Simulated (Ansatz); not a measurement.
The parent structure is TiB2 (space group P6/mmm, No. 191; relaxed with 0.1 eV smearing).

```xyz
3
Lattice="3.0324 0.0000 0.0000 -1.5162 2.6261 0.0000 0.0000 0.0000 3.2238" Properties=species:S:1:pos:R:3 pbc="T T T"
Ti     0.0000     0.0000     0.0000
B      1.5162     0.8754     1.6119
B      0.0000     1.7507     1.6119
```

Cartesian axes are those of the cell as printed.

Computed with PBE (Ansatz, a quantum-chemistry and plane-wave program), spin-orbit coupling left out.

Strains are applied to the cell and any free atomic positions relax; under biaxial strain the out-of-plane vector relaxes too.

One change was made to it. Results:

| quantity | base | after |
|---|---|---|
| pressure (mean of the normal stresses, compression positive) | 0.0 GPa | -4.3 GPa |
| volume per atom | 8.56 Å³ | 8.69 Å³ |

Question: Which change produced these results?
A) biaxial strain +1.00 %, plane normal [001], relaxed out of plane
B) biaxial strain +0.50 %, plane normal [001], relaxed out of plane
C) biaxial strain −2.50 %, plane normal [001], relaxed out of plane

Answer: A, biaxial strain +1.00 %, plane normal [001], relaxed out of plane. For comparison, the pressure in the other runs: biaxial strain +0.50 %, plane normal [001], relaxed out of plane gives -2.2 GPa; biaxial strain −2.50 %, plane normal [001], relaxed out of plane gives 12.3 GPa.

Stability against distortions was not tested. The final runs are not spin-polarised.
